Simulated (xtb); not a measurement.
xtb 6.7.1, GFN1-xTB: Sr(F)(Br)(OH2)2 ([OH2]->[Sr](<-[OH2])([F])[Br]), 9 atoms. The geometry is a generated start, not checked to be a minimum at this level.

method: GFN1-xTB
--acc: 1 (default)
--etemp (K): 300 (default)
detailed input (--input): none: ANC optimiser, Lindh (1995) Hessian, microcycle=20, maxdispl=1.0, hlow=0.01 (default)
basis functions: 40
valence electrons: 32

```xyz
9

Sr     0.5747    -0.4346     0.9315
F      1.0497     0.7762    -0.6213
Br     1.6689    -2.8040     0.1868
O     -0.9267    -0.9746    -1.0832
H     -0.6353    -1.8184    -1.4610
H     -0.3687    -0.3112    -1.5217
O     -0.3376     1.6319     1.4889
H     -1.1735     2.1021     1.4043
H      0.1486     1.8326     0.6756
```

The structure is relaxed from this start with --opt LEVEL for the levels crude, sloppy, loose, lax, normal, tight, vtight, extreme, once each. Up to the end of the extreme run atoms move by at most 1.6 Å along an axis.

Task: What is the loosest level that ends within 5 meV of the extreme run, and how many cycles does it take?

Result: loose: 53 cycles against 66, ending 0.41 meV above.

```json
[
 {"level": "crude", "cycles": "11", "energy above the extreme run (meV)": "220", "gradient norm (eV/Å)": "0.34"},
 {"level": "sloppy", "cycles": "42", "energy above the extreme run (meV)": "19", "gradient norm (eV/Å)": "0.19"},
 {"level": "loose", "cycles": "53", "energy above the extreme run (meV)": "0.41", "gradient norm (eV/Å)": "0.075"},
 {"level": "lax", "cycles": "55", "energy above the extreme run (meV)": "0.25", "gradient norm (eV/Å)": "0.090"},
 {"level": "normal", "cycles": "58", "energy above the extreme run (meV)": "0.069", "gradient norm (eV/Å)": "0.044"},
 {"level": "tight", "cycles": "60", "energy above the extreme run (meV)": "0.020", "gradient norm (eV/Å)": "0.029"},
 {"level": "vtight", "cycles": "63", "energy above the extreme run (meV)": "under 0.01", "gradient norm (eV/Å)": "0.0044"},
 {"level": "extreme", "cycles": "66", "energy above the extreme run (meV)": "—", "gradient norm (eV/Å)": "0.0021"}
]
```
